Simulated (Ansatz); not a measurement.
## Convergence study of zone-centre phonons against the mesh for TiTc (Pm-3m, 2 atoms in the cell)

```
TiTc
1.0
    3.10375     0.00000     0.00000
    0.00000     3.10375     0.00000
    0.00000     0.00000     3.10375
Ti Tc
1 1
Direct
  0.50000   0.50000   0.50000
  0.00000   0.00000   0.00000
```

Level of theory: LDA (PW92), default PAW files made with PBE (plane waves; Ansatz, a first-principles code).

Base settings: basis.ecutwfc = 500 eV; kpoints.mp_grid.grid = 11 11 11; hamiltonian.xc = lda; hamiltonian.pseudopotentials = {kind: paw} (the program's default PAW files); scf.occupations.method = fermi_dirac; scf.occupations.width = 0.1 eV.

In this ladder: phonons.method = dfpt.

Frequencies are those of the unrelaxed cell, without the LO-TO term of polar crystals.

Only quantities that move along the ladder and can be compared are tabulated.

Core times come from one kind of shared machine, to one figure; runs under 30 s give none.

The starting cell comes from a database of computed structures (which also holds hypothetical and non-ambient phases and stackings), without a prior relaxation at this level. Its lattice was rescaled by up to half a per cent. Spin polarisation is off. In the base run, with a pressure of about -12 GPa the cell is away from its equilibrium volume at this level.

```tsv
kpoints.mp_grid.grid	highest zone-centre frequency (cm⁻¹)	core time / last (rough)
3 3 3	228.3	–
4 4 4	251.6	–
5 5 5	232.4	–
7 7 7	242.6	–
8 8 8	246.5	–
10 10 10	245.7	–
13 13 13	246.0	0.2
16 16 16	245.0	0.3
19 19 19	244.7	0.5
24 24 24	244.7	1
```

Coarsest kpoints.mp_grid.grid that holds the highest zone-centre frequency within 1 cm⁻¹ of the last step, with all finer ones: 16 16 16, at about 0.3 of the last step's time; the step before is off by 1.3 cm⁻¹.

Keys are those of Ansatz 0.2.
